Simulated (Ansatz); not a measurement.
Start from CdSe in the wurtzite structure (space group P6_3mc, No. 186; a = 4.3400 Å, c = 7.0780 Å). Axes: x lies along a and z along c of the hexagonal cell.

The values are results of r2SCAN in Ansatz (plane waves to 500 eV, PAW, no spin-orbit coupling), not measurements.

Strains are applied to the cell and any free atomic positions relax; under biaxial strain the out-of-plane vector relaxes too.

One change was made to it. Results:

```csv
quantity,base,after
volume per atom,28.86 Å³,27.43 Å³
electron mass,"0.093 mₑ along c, 0.10 mₑ across (at Γ)","0.088 mₑ out of plane, 0.10 mₑ in plane (at Γ)"
band gap,1.11 eV,0.93 eV
```

Question: What was done to the base?
A. uniaxial strain ε_xx = −1.12 %
B. biaxial strain +3.38 %, plane normal [001], relaxed out of plane
C. strain tensor (xx, yy, zz, yz, xz, xy) = (+0.50, −1.13, +1.31, +1.51, +0.03, −1.06) %
D. biaxial strain −3.28 %, plane normal [001], relaxed out of plane
E. biaxial strain −4.42 %, plane normal [001], relaxed out of plane

Answer: E, biaxial strain −4.42 %, plane normal [001], relaxed out of plane. For comparison, the electron mass in the other runs: biaxial strain +3.38 %, plane normal [001], relaxed out of plane gives 0.090 mₑ out of plane, 0.096 mₑ in plane (at Γ); uniaxial strain ε_xx = −1.12 % gives 0.094 mₑ along z, 0.10 mₑ across (at Γ); strain tensor (xx, yy, zz, yz, xz, xy) = (+0.50, −1.13, +1.31, +1.51, +0.03, −1.06) % gives 0.091 mₑ along z, 0.099 mₑ across (at Γ); biaxial strain −3.28 %, plane normal [001], relaxed out of plane gives 0.090 mₑ out of plane, 0.10 mₑ in plane (at Γ).

Masses are band curvatures over ±0.01 Å⁻¹ around the edge. Stability against distortions was not tested.

Ansatz is a quantum-chemistry and plane-wave program.
